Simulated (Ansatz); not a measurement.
hypothetical diamond Ca with two functionals, pressure 10 GPa

The parent structure is Ca in the diamond structure (space group Fd-3m, No. 227; a = 8.620 Å; a hypothetical phase, not in the database extracts checked).

(Cell as relaxed with PBE.)

Levels (all Ansatz, an electronic-structure program, PAW): PBE (420 eV, no SOC); PBEsol (420 eV, no SOC).

Each level relaxes its own structure.

| base | PBE | PBEsol |
|---|---|---|
| volume per atom | 80.07 Å³ | 74.96 Å³ |
| lattice parameter a | 16.290 bohr | 15.935 bohr |
| band gap | zero | zero |

Modification: a hydrostatic pressure of 10 GPa.

| quantity | PBE | PBEsol |
|---|---|---|
| shortest interatomic distance | 4.807 bohr | ___ |
| band gap | zero | ___ |

What does PBEsol give?


- shortest interatomic distance, PBEsol: 4.694 bohr
- band gap, PBEsol: zero

PBE's shortest interatomic distance lies 0.113 bohr above PBEsol's (2.4 %); the two agree on the band gap. Neither level is exact; PBEsol is the comparison here, not a measurement.

Load acts through the strain it causes; cell and atoms are relaxed under it. Whether these cells are dynamically stable was not tested. No other phases were tried under pressure.
